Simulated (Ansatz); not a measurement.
Density of states of YN (Fm-3m) above the conduction band minimum, HSE06, rigid bands (Ansatz, a quantum-chemistry and plane-wave program); cell volume 28.6 Å³.

```json
[
 {"energy from edge (eV)": "0.006", "10⁻³ states/eV/cell": "7.88"},
 {"energy from edge (eV)": "0.031", "10⁻³ states/eV/cell": "18.4"},
 {"energy from edge (eV)": "0.056", "10⁻³ states/eV/cell": "25.0"},
 {"energy from edge (eV)": "0.081", "10⁻³ states/eV/cell": "30.7"},
 {"energy from edge (eV)": "0.106", "10⁻³ states/eV/cell": "36.0"},
 {"energy from edge (eV)": "0.131", "10⁻³ states/eV/cell": "40.7"},
 {"energy from edge (eV)": "0.156", "10⁻³ states/eV/cell": "45.1"},
 {"energy from edge (eV)": "0.181", "10⁻³ states/eV/cell": "49.9"},
 {"energy from edge (eV)": "0.206", "10⁻³ states/eV/cell": "53.6"},
 {"energy from edge (eV)": "0.231", "10⁻³ states/eV/cell": "58.4"},
 {"energy from edge (eV)": "0.256", "10⁻³ states/eV/cell": "62.4"},
 {"energy from edge (eV)": "0.281", "10⁻³ states/eV/cell": "66.2"},
 {"energy from edge (eV)": "0.319", "10⁻³ states/eV/cell": "72.6"},
 {"energy from edge (eV)": "0.344", "10⁻³ states/eV/cell": "76.5"},
 {"energy from edge (eV)": "0.369", "10⁻³ states/eV/cell": "80.3"},
 {"energy from edge (eV)": "0.394", "10⁻³ states/eV/cell": "84.2"},
 {"energy from edge (eV)": "0.419", "10⁻³ states/eV/cell": "88.4"},
 {"energy from edge (eV)": "0.444", "10⁻³ states/eV/cell": "92.4"},
 {"energy from edge (eV)": "0.469", "10⁻³ states/eV/cell": "96.7"},
 {"energy from edge (eV)": "0.494", "10⁻³ states/eV/cell": "100"},
 {"energy from edge (eV)": "0.519", "10⁻³ states/eV/cell": "104"},
 {"energy from edge (eV)": "0.544", "10⁻³ states/eV/cell": "108"},
 {"energy from edge (eV)": "0.569", "10⁻³ states/eV/cell": "112"},
 {"energy from edge (eV)": "0.594", "10⁻³ states/eV/cell": "116"}
]
```

Question: What effective density of states at 300 K does this give (∫ g(E) exp(−E/k_BT) dE, both spins, divided by the cell's size)?

Answer: 1.4e19 cm⁻³, a density-of-states mass of 0.67 mₑ, valleys and band degeneracy included.

Spin-orbit coupling is left out. Geometry: cell and atoms relaxed with PBEsol.
